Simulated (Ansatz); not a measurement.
The structure below was relaxed with PBE-D3(BJ) (Ansatz, a first-principles code, PAW, no spin-orbit coupling), earlier PAW set.

```yaml
crystal:
  lattice:
    - [5.90061, 0.00000, 0.00000]
    - [0.00000, 3.98289, 0.00000]
    - [-0.74635, 0.00000, 8.34613]
  atoms:
    - { symbol: Bi, position: [0.77767, 0.00000, 0.23419] }
    - { symbol: As, position: [0.28814, 0.50000, 0.46792] }
    - { symbol: As, position: [0.74228, 0.00000, 0.72909] }
    - { symbol: As, position: [0.28713, 0.50000, 0.99936] }
    - { symbol: Bi, position: [0.22233, 0.00000, 0.76581] }
    - { symbol: As, position: [0.71287, 0.50000, 0.00064] }
    - { symbol: As, position: [0.25772, 0.00000, 0.27091] }
    - { symbol: As, position: [0.71186, 0.50000, 0.53208] }
```

Problem. Find the space group and the Wyckoff positions.

Solution. Space group P2/m (No. 10); a = 5.901 Å, b = 3.983 Å, c = 8.379 Å, α = γ = 90.00°, β = 95.11°

```csv
atom,site,symmetry,x,y,z
Bi,2m,m,0.2223,0.0000,0.7658
As,2n,m,0.2881,0.5000,0.4679
As,2m,m,0.2577,0.0000,0.2709
As,2n,m,0.7129,0.5000,0.0006
```

Each cell is one ordered arrangement of few atoms, which overstates ordering effects compared with a random alloy. Whether these cells are dynamically stable was not tested. All final runs are without spin polarisation. The cell was made from As by this change: x(Bi) = 0.25, 8 atoms, P2/m.
